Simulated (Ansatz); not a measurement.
Take Sn (space group I4_1/amd, No. 141; a = 5.949 Å, c = 3.214 Å; relaxed with 0.1 eV smearing) as the base. Axes: x, y, z lie along a, b, c of the conventional cell.

(Cell as relaxed with PBE.)

Levels (all Ansatz, a quantum-chemistry and plane-wave program, PAW): PBE (420 eV, without spin-orbit coupling); r2SCAN (500 eV, spin-orbit coupling left out).

Each level relaxes its own structure.

```csv
base,PBE,r2SCAN
volume per atom,28.44 Å³,27.60 Å³
lattice parameter a,5.949 Å,5.887 Å
band gap,zero,zero
```

Perturbation: compressive biaxial strain of 1.82 % in the plane normal to [001], as in epitaxy on a mismatched substrate; the out-of-plane cell vector and the atoms relax.

| quantity | PBE | r2SCAN |
|---|---|---|
| energy relative to the base (free energy F) | +5.6 meV/atom | [?] |
| ratio −ε⊥/ε∥ | 0.86 | [?] |
| mean in-plane stress (compression positive) | +1.7 GPa | [?] |

Question: Predict the r2SCAN column.

Answer: 
- energy relative to the base (free energy F), r2SCAN: +6.3 meV/atom
- ratio −ε⊥/ε∥, r2SCAN: 0.72
- mean in-plane stress (compression positive), r2SCAN: +2.1 GPa

PBE's energy relative to the base lies 0.8 meV/atom below r2SCAN's; PBE's ratio −ε⊥/ε∥ lies 0.14 above r2SCAN's; PBE's in-plane stress lies 0.4 GPa below r2SCAN's. Neither level is exact; r2SCAN is the comparison here, not a measurement.

A biaxial case was relaxed in a doubled cell and then solved in the primitive one. Whether these cells are dynamically stable was not tested.
